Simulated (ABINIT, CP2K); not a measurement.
An ABINIT input for a self-consistent single point of YAlSi (Cmcm, 6 atoms in the cell) (DFT, PBEsol, plane waves, norm-conserving pseudopotentials (PseudoDojo nc-sr-04 PBEsol standard)):

```
# YAlSi, PseudoDojo nc-sr-04 PBEsol standard
pp_dirpath "./"
pseudos "Y.upf, Al.upf, Si.upf"
acell 3*1.0 Angstrom
rprim
         1.9901250000   -5.1693100000    0.0000000000
         1.9901250000    5.1693100000    0.0000000000
         0.0000000000    0.0000000000    5.7050300000
natom 6
ntypat 3
znucl 39 13 14
typat 1 1 2 2 3 3
xred
         0.3052000000    0.6948000000    0.2500000000
         0.6948000000    0.3052000000    0.7500000000
         0.0000000000    0.0000000000    0.5000000000
         0.0000000000    0.0000000000    0.0000000000
         0.4016900000    0.5983100000    0.7500000000
         0.5983100000    0.4016900000    0.2500000000
ecut 36 Ha
occopt 3
tsmear 0.00367493
nband 24
kptopt 1
ngkpt 6 6 4
nshiftk 1
shiftk 0 0 0
nstep 60
toldfe 1.0e-09
prtwf 0
prtden 0
enunit 2
```

Q: Write the same calculation as an input for CP2K.

A: One input that does it (others would too):

```
&GLOBAL
  PROJECT run
  RUN_TYPE ENERGY_FORCE
  PRINT_LEVEL MEDIUM
&END GLOBAL
&FORCE_EVAL
  METHOD Quickstep
  STRESS_TENSOR ANALYTICAL
  &DFT
    BASIS_SET_FILE_NAME BASIS_MOLOPT
    POTENTIAL_FILE_NAME GTH_POTENTIALS
    &QS
      METHOD GPW
      EPS_DEFAULT 1E-10
    &END QS
    &MGRID
      CUTOFF 500
      REL_CUTOFF 50
      NGRIDS 5
    &END MGRID
    &SCF
      SCF_GUESS ATOMIC
      EPS_SCF 1E-6
      MAX_SCF 100
      ADDED_MOS 7
      &DIAGONALIZATION
        ALGORITHM STANDARD
      &END DIAGONALIZATION
      &MIXING
        METHOD BROYDEN_MIXING
        ALPHA 0.2
        NBUFFER 12
        BETA 1.5
      &END MIXING
      &SMEAR ON
        METHOD FERMI_DIRAC
        ELECTRONIC_TEMPERATURE [K] 1160.45
      &END SMEAR
    &END SCF
    &KPOINTS
      SCHEME MONKHORST-PACK 6 6 4
      GAMMA_CENTERED T
    &END KPOINTS
    &XC
      &XC_FUNCTIONAL
        &PBE
          PARAMETRIZATION PBESOL
        &END PBE
      &END XC_FUNCTIONAL
    &END XC
    &PRINT
      &MO
        EIGENVALUES T
        OCCUPATION_NUMBERS T
        NDIGITS 8
        FILENAME mo
        &EACH
          QS_SCF 0
        &END EACH
        ADD_LAST NUMERIC
      &END MO
      &MULLIKEN ON
      &END MULLIKEN
    &END PRINT
  &END DFT
  &SUBSYS
    &CELL
      ABC 5.53916600 5.53916649 5.70503000
      ALPHA_BETA_GAMMA 90.00000000 90.00000000 137.88774011
      PERIODIC XYZ
    &END CELL
    &COORD
      SCALED
      Y        0.30520000     0.69480000     0.25000000
      Y        0.69480000     0.30520000     0.75000000
      Al       0.00000000     0.00000000     0.50000000
      Al       0.00000000     0.00000000     0.00000000
      Si       0.40169000     0.59831000     0.75000000
      Si       0.59831000     0.40169000     0.25000000
    &END COORD
    &KIND Y
      BASIS_SET DZVP-MOLOPT-SR-GTH
      POTENTIAL GTH-PBE-q11
    &END KIND
    &KIND Al
      BASIS_SET DZVP-MOLOPT-SR-GTH
      POTENTIAL GTH-PBE-q3
    &END KIND
    &KIND Si
      BASIS_SET DZVP-MOLOPT-SR-GTH
      POTENTIAL GTH-PBE-q4
    &END KIND
  &END SUBSYS
  &PRINT
    &FORCES ON
    &END FORCES
    &STRESS_TENSOR ON
    &END STRESS_TENSOR
  &END PRINT
&END FORCE_EVAL
```

Basis settings and potentials, where a program has them, do not carry over. This input uses DFT PBEsol, GPW, DZVP-MOLOPT-SR-GTH basis, GTH-PBE potentials (GTH_POTENTIALS).

The starting cell comes from a database of computed structures (which also holds hypothetical and non-ambient phases and stackings), without a prior relaxation at this level.
